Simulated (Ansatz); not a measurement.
LiH (model structure, within 0.1 Å of P6₃/mmc, No. 194, 4 atoms in the cell) was calculated with PBE0 (Ansatz, a program for electronic structure, plane waves, PAW).

Run with plane-wave cutoff 460 eV, 9×9×6 k mesh (along the axes of the cell as run), Fermi–Dirac smearing 0.01 eV, scalar-relativistic PAW data made under PBE.

Cell (relaxed with PBEsol):

```cif
data_H2Li2
_chemical_formula_sum 'Li2 H2'
_space_group_name_H-M_alt 'P63/mmc'
_space_group_IT_number 194
_space_group_name_Hall '-P 6c 2c'
_cell_length_a 3.23329
_cell_length_b 3.23329
_cell_length_c 4.04368
_cell_angle_alpha 90.000
_cell_angle_beta 90.000
_cell_angle_gamma 120.000
loop_
_atom_site_label
_atom_site_type_symbol
_atom_site_symmetry_multiplicity
_atom_site_Wyckoff_symbol
_atom_site_fract_x
_atom_site_fract_y
_atom_site_fract_z
_atom_site_occupancy
Li1 Li 2 c 0.33333 0.66667 0.25000 1
H1 H 2 d 0.66667 0.33333 0.25000 1
```

### Question
Estimate the band gap that the calculation returns.

### Answer

* **band gap**: 3.38 eV (on the SCF k mesh)

Note: cell and atoms aren't relaxed at this level (pressure 0.3 GPa).

A model structure was made by putting elements into a prototype or built by hand; it is no filed structure, need not be a known phase, and can be a saddle point held by its symmetry.
